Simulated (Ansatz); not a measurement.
SrVHO2 (model structure, P4/mmm, No. 123, 5 atoms in the cell) was calculated with r²SCAN (Ansatz, a first-principles code, PAW).

Numerical settings: plane-wave cutoff 560 eV, 14×14×16 k mesh (along the axes of the cell as run), Fermi–Dirac smearing 0.05 eV, spin-polarised with parallel moments, scalar-relativistic PAW data made under PBE.

Cell (relaxed at this level):

```
SrVHO2
1.0
    3.94471     0.00000     0.00000
    0.00000     3.94471     0.00000
    0.00000     0.00000     3.64913
Sr V O H
1 1 2 1
Cartesian
  1.97236   1.97236   1.82456
  0.00000   0.00000   0.00000
  1.97236   0.00000   0.00000
  0.00000   1.97236   0.00000
  0.00000   0.00000   1.82456
```
Starting moments (μB, in the order of the record's atoms Sr V O O H): 0.0 2.0 0.0 0.0 0.0.

Q: What does this level give for the bulk modulus?

A: 
bulk modulus: 135 GPa

Note: the magnetic order was assumed, not searched for or taken from measurement; the bulk modulus is −V dP/dV from two relaxed cells at ±2 % in volume; the relaxation could raise the start's symmetry but not lower it, so the cell can be a saddle point; functionals without U or exact exchange can leave correlated insulators metallic, so the missing gap need not be real.

A model structure was made by putting elements into a prototype or built by hand; it is no filed structure, need not be a known phase, and can be a saddle point held by its symmetry.
